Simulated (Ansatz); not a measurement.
Short convergence ladders for the (110) slab of NiPt (cut from a parent of space group no. 166; 12 atoms in the cell)

```yaml
crystal:
  lattice:
    - [5.23315, 0.00000, 0.00000]
    - [-2.77302, 3.75204, 0.00000]
    - [0.00000, 0.00000, 20.73422]
  atoms:
    - { symbol: Ni, position: [0.00000, 0.75000, 0.33761], spin: 2.0 }
    - { symbol: Ni, position: [0.00000, 0.25000, 0.40256], spin: 2.0 }
    - { symbol: Ni, position: [0.00000, 0.75000, 0.46752], spin: 2.0 }
    - { symbol: Ni, position: [0.00000, 0.25000, 0.53248], spin: 2.0 }
    - { symbol: Ni, position: [0.00000, 0.75000, 0.59743], spin: 2.0 }
    - { symbol: Ni, position: [0.00000, 0.25000, 0.66239], spin: 2.0 }
    - { symbol: Pt, position: [0.50000, 0.75000, 0.33761] }
    - { symbol: Pt, position: [0.50000, 0.25000, 0.40256] }
    - { symbol: Pt, position: [0.50000, 0.75000, 0.46752] }
    - { symbol: Pt, position: [0.50000, 0.25000, 0.53248] }
    - { symbol: Pt, position: [0.50000, 0.75000, 0.59743] }
    - { symbol: Pt, position: [0.50000, 0.25000, 0.66239] }
```
(The spins are starting values, not results.)

Base method: LDA (PW92), default PAW files made with PBE (plane waves; Ansatz, a quantum-chemistry and plane-wave program).

Base settings: basis.ecutwfc = 420 eV; kpoints.mp_grid.grid = 4 4 1; hamiltonian.xc = lda; hamiltonian.pseudopotentials = {kind: paw} (the program's default PAW files); magnetization.spin_polarized = true; scf.occupations.method = fermi_dirac; scf.occupations.width = 0.1 eV.

The count of work is k-points × plane waves × bands × iterations; it is no time. 

**The vacuum**

The mesh stays at the base's, so the ladder's end is converged at best in this setting alone.

Only quantities that move along the ladder and can be compared are tabulated.

These are the values that this program gave, and no reference: magnetic slabs can end in a higher state.

```csv
vacuum between outermost atoms (Å),free energy less the last step's (meV/atom),largest difference of a force vector from the last step's (eV/Å),net moment (μB/atom),count of work / last
3.0,-148.57,1.107,0.564,0.20
5.0,-14.97,0.093,0.542,0.28
7.0,-1.27,0.007,0.539,0.19
10.0,-0.01,0.000,0.539,0.35
14.0,0.01,0.000,0.539,0.33
20.0,0.01,0.000,0.539,0.58
30.0,0.00,0.000,0.539,1.0
```

Smallest vacuum between outermost atoms (Å) that holds the free energy within 1 meV/atom of the last step, with all finer ones: 10.0, at 0.35 of the last step's count of work; the step before is off by 1.3 meV/atom.

Smallest vacuum between outermost atoms (Å) that holds the net moment within 0.01 μB/atom of the last step, with all finer ones: 5.0, at 0.28 of the last step's count of work; the step before is off by 0.025 μB/atom.

Smallest vacuum between outermost atoms (Å) that holds the forces within 0.005 eV/Å of the last step, with all finer ones: 10.0, at 0.35 of the last step's count of work; the step before is off by 0.007 eV/Å.

**The k-point mesh**

Only quantities that move along the ladder and can be compared are tabulated.

These are the values that this program gave, and no reference: magnetic slabs can end in a higher state.

| kpoints.mp_grid.grid | free energy less the last step's (meV/atom) | largest difference of a force vector from the last step's (eV/Å) | net moment (μB/atom) | count of work / last |
|---|---|---|---|---|
| 2 2 1 | 10.01 | 0.689 | 0.563 | 0.10 |
| 3 4 1 | -4.98 | 0.155 | 0.497 | 0.23 |
| 4 4 1 | 5.44 | 0.142 | 0.539 | 0.22 |
| 5 6 1 | 1.20 | 0.010 | 0.522 | 0.43 |
| 7 8 1 | -0.44 | 0.009 | 0.521 | 0.78 |
| 8 9 1 | 0.00 | 0.000 | 0.520 | 1.0 |

Coarsest kpoints.mp_grid.grid that holds the forces within 0.02 eV/Å of the last step, with all finer ones: 5 6 1, at 0.43 of the last step's count of work; the step before is off by 0.14 eV/Å.

Coarsest kpoints.mp_grid.grid that holds the net moment within 0.01 μB/atom of the last step, with all finer ones: 5 6 1, at 0.43 of the last step's count of work; the step before is off by 0.019 μB/atom.

Coarsest kpoints.mp_grid.grid that holds the free energy within 2 meV/atom of the last step, with all finer ones: 5 6 1, at 0.43 of the last step's count of work; the step before is off by 5.4 meV/atom.

**The plane-wave cutoff**

The mesh stays at the base's, so the ladder's end is converged at best in this setting alone.

Only quantities that move along the ladder and can be compared are tabulated.

These are the values that this program gave, and no reference: magnetic slabs can end in a higher state.

```csv
basis.ecutwfc,free energy less the last step's (meV/atom),largest difference of a force vector from the last step's (eV/Å),net moment (μB/atom),count of work / last
210 eV,9123.62,0.639,0.492,0.12
250 eV,2003.81,0.539,0.521,0.15
295 eV,275.71,0.034,0.535,0.20
355 eV,12.57,0.002,0.539,0.31
420 eV,2.28,0.001,0.539,0.36
505 eV,1.07,0.000,0.539,0.66
840 eV,0.00,0.000,0.539,1.0
```

Coarsest basis.ecutwfc that holds the free energy within 5 meV/atom of the last step, with all finer ones: 420 eV, at 0.36 of the last step's count of work; the step before is off by 13 meV/atom.

Coarsest basis.ecutwfc that holds the net moment within 0.02 μB/atom of the last step, with all finer ones: 250 eV, at 0.15 of the last step's count of work; the step before is off by 0.047 μB/atom.

Coarsest basis.ecutwfc that holds the forces within 0.01 eV/Å of the last step, with all finer ones: 355 eV, at 0.31 of the last step's count of work; the step before is off by 0.034 eV/Å.

On the base run: the starting cell comes from a database of computed structures (which also holds hypothetical and non-ambient phases and stackings), without a prior relaxation at this level. The slab is cut from that crystal, and its faces are unrelaxed. Its lattice was rescaled by up to half a per cent. The magnetic order is the one reached from the typed start; others were not searched systematically. In the base run, forces exceed 1 eV/Å. Without a gap this mesh is coarse (it stands for a supercell whose shortest in-plane vector is 18 Å).

Keys are those of Ansatz 0.2.
